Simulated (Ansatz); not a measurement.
Base system: SnS₂ in the CdI2 type structure (space group P-3m1, No. 164; a = 3.626 Å, c = 5.573 Å; layered, stacked along the Cartesian z axis).

Levels (all Ansatz, a first-principles code, PAW): PBEsol-D3(BJ) (420 eV, no spin-orbit coupling); HSE06 (420 eV, spin-orbit coupling left out).

Its gap is 0.96 eV with PBEsol-D3(BJ) and 1.90 eV with HSE06.

Perturbation: cell and atoms relaxed at a pressure of 1.8 GPa.

With PBEsol-D3(BJ) the gap becomes 0.81 eV.

**Question.** If the HSE06 correction stayed the same, what would the HSE06 gap be, and what does the HSE06 run give?

**Answer.** A rigid correction of +0.94 eV gives 1.75 eV. The HSE06 run gives 1.73 eV, so the two effects roughly add.

Single points use the geometry relaxed with PBEsol-D3(BJ). HSE06 was sampled on its mesh, a few special points and the semilocal edge points, so its gap is an upper bound. Load acts through the strain it causes; cell and atoms are relaxed under it. Stability against distortions was not tested.
